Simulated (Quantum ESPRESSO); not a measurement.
Quantum ESPRESSO 7.5, DFT, PBE, plane waves, SSSP 1.1.2 efficiency PBE: fcc Cu, 2 atoms. Basis and mesh were picked for this test and aren't claimed converged.

| Property | Result |
|---|---|
| cell | 5.11, 2.56, 2.56 Å; 60, 60, 60° |
| task | scf |
| k mesh | 14×14×14 |
| ecutwfc | 45 Ry |
| ecutrho | 360 Ry |
| occupations | smearing |
| smearing | mv |
| degauss | 0.02 Ry |
| conv_thr | 2e-09 Ry |
| tprnfor | true |
| tstress | false |
| k-point pools (-nk) | 8 |
| diagonalization | david (default) |
| k-points computed | 288 |
| bands | 23 |
| electrons | 38 |
| G-vectors of the density | 18461 |
| FFT grid | 60×30×30 |
| symmetry operations | 12 |

Settings of this run: mixing_mode = TF, mixing_beta = 0.1, mixing_ndim = 8; 8 ranks.

```
SCF iteration  band solver's avg # of iterations (first pass)  estimated scf accuracy (Ry)
-------------  ----------------------------------------------  ---------------------------
1                                                         3.1                  10.15155176
2                                                         1.0                   5.46378618
3                                                         2.7                   0.14952174
4                                                         2.1                   0.00277954
5                                                         4.9                   0.07111892
6                                                         5.1                   0.09873146
7                                                         3.0                   0.04052895
8                                                         4.0                   0.00924472
9                                                         2.0                   0.00099199
10                                                        1.2                   0.00229786
11                                                        1.1                   0.00213355
12                                                        1.6                   0.00041599
13                                                        2.1                   0.00000635
14                                                        4.0                   0.00000120
15                                                        1.1                   0.00000108
16                                                        2.1                   0.00000605
17                                                        2.6                   0.00000023
18                                                        1.1                   0.00000017
19                                                        1.0                   0.00000017
20                                                        1.0                   0.00000010
21                                                        2.0                      2.6E-09
22                                                        3.7                   0.00000002
23                                                        3.0                      9.4E-10
```

It converged after 23 SCF iterations.

Question: The cycle is slow. Which setting should be changed?

Answer: One answer among several that fit: mixing_beta = 0.4 (12 SCF iterations), all else kept. The other changes of this size gave: mixing_beta = 1 (13); mixing_beta = 0.7 (14); mixing_mode = local-TF (17); mixing_beta = 0.2 (21); mixing_mode = plain (22). The change moves the result by: energy under 0.001 meV/atom. Counts are of single runs.
